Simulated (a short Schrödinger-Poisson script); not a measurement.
Stack: symmetric double-gate stack, SiO2 on p-type Si(100), at 300 K.

| layer | material | thickness (nm) | Na (cm⁻³) |
|---|---|---|---|
| 1 | SiO2 | 1.5 | - |
| 2 | Si | 5 | 8e16 |
| 3 | SiO2 | 1.5 | - |

The device is made up for the run: typed textbook-type constants, with dimensions and the other settings drawn at random. SiO2: permittivity 3.9, conduction-band edge (eV) 3.15, gap (eV) 9, electron mass (mₑ) 0.5. Si: permittivity 11.7, conduction-band edge (eV) 0, gap (eV) 1.124, Nv at 300 K (cm⁻³) 3.1e19.

Channel valleys (confinement mass, in-plane density-of-states mass, number): Δ2 0.916, 0.19, 2; Δ4 0.19, 0.417, 4. At the gates, both at one voltage, the conduction-band edge of layer 1 lies 3.3 eV − eVg above the Fermi level of the channel. Gaps are held at their typed values at every temperature. Mesh 0.03 nm at interfaces.

Solved with a short Schrödinger-Poisson script written for these runs: 1D Poisson equation in equilibrium, electrons classical, Boltzmann, parabolic valleys, classical holes, full ionisation, no traps, pinning or gate leakage.

The same stack at other levels of the model or other numerical settings:

| run | sheet density of all electrons at Vg = 0.85 V (cm⁻²) | sheet density of all electrons at Vg = 0.25 V (cm⁻²) | capacitance of both gates at Vg = 0.85 V (μF/cm²) | gate voltage at 1e11 electrons/cm² (V) | rough cost against the base |
|---|---|---|---|---|---|
| base | 1.83e13 | 3.36e12 | 4.26 | 0.03 | about 1 |
| electrons treated as classical, Fermi-Dirac | 1.76e13 | 3.31e12 | 4.00 | 0.03 | 2 |
| electrons treated as quantum, Hartree | 1.47e13 | 2.31e12 | … | … | 20 |
| mesh six times as coarse | 1.80e13 | 3.31e12 | … | 0.03 | about 1 |

Problem. Fill in the missing entries.

Solution. 
- mesh six times as coarse, capacitance of both gates at Vg = 0.85 V (μF/cm²): 4.17
- electrons treated as quantum, Hartree, gate voltage at 1e11 electrons/cm² (V): 0.07
- electrons treated as quantum, Hartree, capacitance of both gates at Vg = 0.85 V (μF/cm²): 3.53

The classical rows ignore confinement, and Boltzmann statistics overrate the density once the band edge passes the Fermi level.
